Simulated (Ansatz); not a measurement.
## Ge, pressure series

Consider Ge (space group I4_1/amd, No. 141; a = 5.1185 Å, c = 2.8010 Å; a cell from a computed database, its experimental status unchecked).

Cell and atoms are relaxed at each pressure.

Level of theory: PBEsol (Ansatz, a program for electronic structure, PAW, scalar-relativistic without spin-orbit coupling).

Two rows of this table had their results exchanged by mistake.

```json
[
 {"pressure": "pressure −2 GPa", "volume per atom (Å³)": "18.85", "shortest distance (Å)": "2.676", "band gap": "zero"},
 {"pressure": "pressure −1 GPa", "volume per atom (Å³)": "18.02", "shortest distance (Å)": "2.638", "band gap": "zero"},
 {"pressure": "pressure 0.3 GPa", "volume per atom (Å³)": "18.28", "shortest distance (Å)": "2.650", "band gap": "zero"},
 {"pressure": "pressure 0.7 GPa", "volume per atom (Å³)": "18.19", "shortest distance (Å)": "2.646", "band gap": "zero"},
 {"pressure": "pressure 1.5 GPa", "volume per atom (Å³)": "18.59", "shortest distance (Å)": "2.664", "band gap": "zero"},
 {"pressure": "pressure 3 GPa", "volume per atom (Å³)": "17.72", "shortest distance (Å)": "2.624", "band gap": "zero"},
 {"pressure": "pressure 5 GPa", "volume per atom (Å³)": "17.35", "shortest distance (Å)": "2.606", "band gap": "zero"},
 {"pressure": "pressure 7.5 GPa", "volume per atom (Å³)": "16.95", "shortest distance (Å)": "2.586", "band gap": "zero"},
 {"pressure": "pressure 10 GPa", "volume per atom (Å³)": "16.59", "shortest distance (Å)": "2.567", "band gap": "zero"}
]
```

Q: Which two?

A: The rows for pressure −1 GPa and pressure 1.5 GPa: the volume has to fall steadily with pressure, so 18.59 Å³ belongs to pressure −1 GPa and 18.02 Å³ to pressure 1.5 GPa.

Load acts through the strain it causes; cell and atoms are relaxed under it. No phonon test of stability was made. No other phases were tried under pressure. The base started in Imma and relaxed to I4_1/amd at this level. This is not the structure that Ge has at room temperature and ambient pressure.
